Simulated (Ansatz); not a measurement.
We consider As (model structure, started from the fcc type, Fm-3m, No. 225, 1 atoms in the cell), described by r²SCAN (plane waves, PAW; Ansatz, a quantum-chemistry and plane-wave program).

The run printed, among other lines:

```
WARN output.stress: scf.convergence.dr2_threshold = 1e-7 eV (the SCF's general default) is looser than the 1e-10 eV advised for a printed stress (1e-10 eV for …
Relaxation: its limit of steps is 80 (relax.max_steps)
Crystal: 1 atoms, lattice volume = 18.703 Å³
Basis set: ecut = 560 eV, 537 PW (Γ), exchange–correlation on 72×72×72 points (27 copies of the dense FFT grid, shifted against one another)
Bands: 12, of which v1, the nominal top of the filled ones, is band 8 counted from 1 (7 counted from 0)
Symmetry: 48 space group operations
Space group: Fm-3m (ITA 225), of the structure as read, at distance tolerance 2.7e-5 Å
k-points: 328 of 10648
Initial density: superposition of atomic densities (chi_scale 0.1, normalization cell)
Functional: x = r2scan, c = r2scan; τ floored in thin density (d = 2e-4 eV/Å³)
SCF iter   1: F=—  HF=-4863.823846 eV  |F-HF|=—  |Δ(HF+E_count)|=         —  Δρ=9.73e-3  dr2=1.66e-2  dr2_τ=5.28e-4
SCF iter   2: F=—  HF=-4863.827938 eV  |F-HF|=—  |Δ(HF+E_count)|=   4.09e-3  Δρ=6.78e-3  dr2=8.53e-3  dr2_τ=8.18e-5
  ...
SCF 1 converged in 6 iterations: F = -4863.829772 eV  dr2 = 6.64e-8
relax step   1: F+E_penalty+E_count = -4863.82977199 eV  Δ(F+E_penalty+E_count) = +0.000e0 eV  max|allowed force component| = 0.000e0 eV/Å  Δτ_max = 0.0000 Å  (6 SCF iters, accepted)
Crystal: 1 atoms, lattice volume = 18.703 Å³
Initial density: handed on by an earlier stage of this run
SCF iter   1: F=—  HF=-4863.829772 eV  |F-HF|=—  |Δ(HF+E_count)|=         —  Δρ=1.87e-5  dr2=6.64e-8  dr2_τ=8.07e-10
SCF iter   2: F=-4863.829772 eV  HF=-4863.829772 eV  |F-HF|=1.15e-8  |Δ(HF+E_count)|=   3.36e-8  Δρ=9.80e-6  dr2=1.47e-8  dr2_τ=1.52e-10
SCF 2 converged in 2 iterations: F = -4863.829772 eV  dr2 = 1.47e-8
SCF converged after 2 iterations
Free energy (F): -4863.829772 eV
Internal energy: -4863.824324 eV  (E = F + TS)
E sigma→0 (E₀):  -4863.827048 eV
Fermi energy:    12.131110 eV
--- Forces (eV/Å), atoms counted from 1 ---
  atom   1  As     0.00000000    -0.00000000    -0.00000000
--- Stress (GPa, compression-positive) ---
        1.663612      -0.000000       0.000000
       -0.000000       1.663612      -0.000000
       -0.000000      -0.000000       1.663612
  P = ⅓ Tr σ = 1.6636 GPa (16.636 kbar)
```

Task: Write an input file that could have produced this run (the log leaves some choices open).

Result: This is not unique; one that fits is 
Ansatz 0.2 input:
```yaml
crystal:
  lattice:
    - [0.0, 2.1068218498, 2.1068218498]
    - [2.1068218498, 0.0, 2.1068218498]
    - [2.1068218498, 2.1068218498, 0.0]
  atoms:
    - { symbol: As, position: [0.0, 0.0, 0.0] }
basis:
  ecutwfc: 560
  ecutrho_ratio: 4
  xc_grid: 3
kpoints:
  mp_grid: { grid: [22, 22, 22] }
hamiltonian:
  xc: r2scan
  dispersion: none
  pseudopotentials: { azcp: { folder: ./paw }, kind: paw }
scf:
  occupations: { method: fermi_dirac, width: 0.05 }
output:
  forces: false
  stress: true
  eigenvalues: true
relax:
  f_tol: 0.004
  escape_saddle: false
  max_steps: 80
```

The cell is one volume of an energy–volume scan, off the minimum.

The PAW data were made under PBE.

Note: the relaxation could raise the start's symmetry but not lower it, so the cell can be a saddle point.

A model structure was made by putting elements into a prototype or built by hand; it is no filed structure, need not be a known phase, and can be a saddle point held by its symmetry.
